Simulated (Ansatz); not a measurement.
Take CdS in the zinc blende structure (space group F-43m, No. 216; a = 5.824 Å) as the base.

The values are results of Ansatz (a first-principles code) PBEsol, spin-orbit coupling left out, not measurements.

For the base:

- Band gap = 1.01 eV
- Gap character = direct at Γ

Perturbation: an isotropic linear strain of +0.50 %, atoms relaxed at fixed cell.

Task: What happens to the band gap?

Result: The band gap shrinks by 0.03 eV to 0.98 eV.

Task: Predict the new energy relative to the base.

Result: The energy increases by 1.0 meV/atom.

Task: Predict the new gap character.

Result: The gap character is still direct at Γ.

No phonon test of stability was made.
